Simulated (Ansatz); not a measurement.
Start from MgB2 (space group P6/mmm, No. 191; relaxed with 0.1 eV smearing).

```yaml
crystal:
  lattice:
    - [3.07530, 0.00000, 0.00000]
    - [-1.53765, 2.66329, 0.00000]
    - [0.00000, 0.00000, 3.52482]
  atoms:
    - { symbol: Mg, position: [0.00000, 0.00000, 0.00000] }
    - { symbol: B, position: [0.66667, 0.33333, 0.50000] }
    - { symbol: B, position: [0.33333, 0.66667, 0.50000] }
```

Cartesian axes are those of the cell as printed.

Level of theory: Ansatz (a quantum-chemistry and plane-wave program) PBE, no spin-orbit coupling.

Before the change:

- Shortest interatomic distance: 1.776 Å
- Pressure: 0.0 GPa
- Band gap: zero

Modification: the cell is compressed by 1.50 % along z with no lateral relaxation, atoms relaxed at fixed cell.

Task: What happens to the energy relative to the base, shortest interatomic distance, pressure and band gap?

Result: The energy rises by 1.8 meV/atom; the shortest interatomic distance stays 1.776 Å; the pressure (mean of the normal stresses, compression positive) goes from zero to 1.7 GPa; the band gap remains zero.

The cells carry an imposed strain or load. Stability against distortions was not tested. The final runs are not spin-polarised.
